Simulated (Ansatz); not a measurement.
Abridged Ansatz (a first-principles code) output:

```
Pseudopotential: Sb, paw, valence charge 15
Pseudopotential: Ga, paw, valence charge 13
Crystal: 2 atoms, lattice volume = 58.820 Å³
Basis set: ecut = 420 eV, 1139 PW (Γ), exchange–correlation on 60×60×60 points (8 copies of the dense FFT grid, shifted against one another)
Bands: 18, of which v1, the nominal top of the filled ones, is band 14 counted from 1 (13 counted from 0)
Symmetry: 24 space group operations
k-points: 16 of 216 (time reversal used)
Functional: x = pbe(κ = 0.804, μ = 0.2195149727645171), c = pbe(β = 0.06672455060314922), warm-up for x = pbe(κ = 0.804, μ = 0.2195149727645171) + 0.25 (exact …
SCF iter   1: F=—  HF=-10267.806469 eV  |F-HF|=—  |Δ(HF+E_count)|=         —  Δρ=1.09e-3  dr2=1.27e-3  ethr=1.77e-3  ⟨swp⟩=6.5  Hψ=1115  notcnv=0
SCF iter   2: F=—  HF=-10267.807016 eV  |F-HF|=—  |Δ(HF+E_count)|=   5.47e-4  Δρ=3.72e-4  dr2=1.21e-4  ethr=4.26e-7  ⟨swp⟩=2.1  Hψ=1497  notcnv=0
SCF 1 converged in 7 iterations: F = -10267.807089 eV  dr2 = 1.77e-10
Crystal: 2 atoms, lattice volume = 58.820 Å³
Functional: x = pbe(κ = 0.804, μ = 0.2195149727645171) + 0.25 (exact − pbe) at short range (hse, ω = 0.20786987370883472 Å⁻¹), c = pbe(β = 0.06672455060314922); HSE06 as pw.x's `hse` composes it (authors' and Libxc's form: `xc: wpbeh`)
SCF iter   1: F=—  HF=-10272.658576 eV  |F-HF|=—  |Δ(HF+E_count)|=         —  Δρ=1.15e-2  dr2=2.85e-2  ethr=5.48e-5  ⟨swp⟩=4.6  Hψ=1615  notcnv=0
SCF iter   2: F=—  HF=-10272.653545 eV  |F-HF|=—  |Δ(HF+E_count)|=   5.03e-3  Δρ=4.12e-3  dr2=4.22e-3  ethr=5.40e-5  ⟨swp⟩=4.2  Hψ=921  notcnv=0  defer=1
SCF 2 stopped early in 5 iterations: F = -10272.654253 eV  dr2 = 4.28e-7
Crystal: 2 atoms, lattice volume = 58.820 Å³
SCF iter   1: F=—  HF=-10272.654121 eV  |F-HF|=—  |Δ(HF+E_count)|=         —  Δρ=2.90e-5  dr2=9.54e-7  ethr=9.03e-7  ⟨swp⟩=4.1  Hψ=655  notcnv=0
SCF iter   2: F=—  HF=-10272.654122 eV  |F-HF|=—  |Δ(HF+E_count)|=   1.26e-6  Δρ=2.18e-5  dr2=3.02e-7  ethr=3.04e-9  ⟨swp⟩=4.2  Hψ=836  notcnv=0
SCF 3 converged in 3 iterations: F = -10272.654122 eV  dr2 = 1.68e-8
Free energy (F): -10272.654122 eV
Internal energy: -10272.654122 eV  (E = F + TS)
E sigma→0 (E₀):  -10272.654122 eV
Fermi energy:    7.335868 eV
```

Problem. What was computed, and what are the main results?

Solution. GaSb, 2 atoms in the cell, with Ansatz, HSE06, PAW, cutoff 420 eV, no spin-orbit coupling. The last SCF converged to F = -10272.654122 eV, or -5136.3271 eV per atom. The total energy compares only with runs of the same code, potentials and settings.

Single points use the geometry relaxed with r2SCAN. With Sb present, leaving out spin-orbit coupling can change the band edges. Load acts through the strain it causes; cell and atoms are relaxed under it. Whether these cells are dynamically stable was not tested. The cell was made from GaSb in the zinc blende structure (space group F-43m, No. 216) by this change: pressure −1 GPa.
